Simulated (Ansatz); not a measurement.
Hypothetical Fm-3m WSe2: element substitutions

Consider WSe$_{2}$ (space group Fm-3m, No. 225; a hypothetical phase, not in the database extracts checked).

```xyz
3
Lattice="0.0000 3.0883 3.0883 3.0883 0.0000 3.0883 3.0883 3.0883 0.0000" Properties=species:S:1:pos:R:3 pbc="T T T"
W      0.0000     0.0000     0.0000
Se     1.5442     1.5442     1.5442
Se     4.6325     4.6325     4.6325
```

Each row replaces one element on all its sites; cell and atoms are relaxed.

Computed with r2SCAN (Ansatz, a first-principles code), scalar-relativistic without spin-orbit coupling.

```csv
change,density,shortest interatomic distance
base,9.63 g/cm³,2.675 Å
W → Re,10.28 g/cm³,2.623 Å
Se → S,8.19 g/cm³,2.537 Å
Se → Br,9.14 g/cm³,2.727 Å
```

Stability against distortions was not tested. As relaxed here, ReSe2, WS2 and WBr2 are hypothetical phases, not in the database extracts checked. The final runs are not spin-polarised. An odd electron count without spin: ReSe2. ReSe2, WSe2 and WS2 have a high density of states at the Fermi level and may be magnetic at this level.
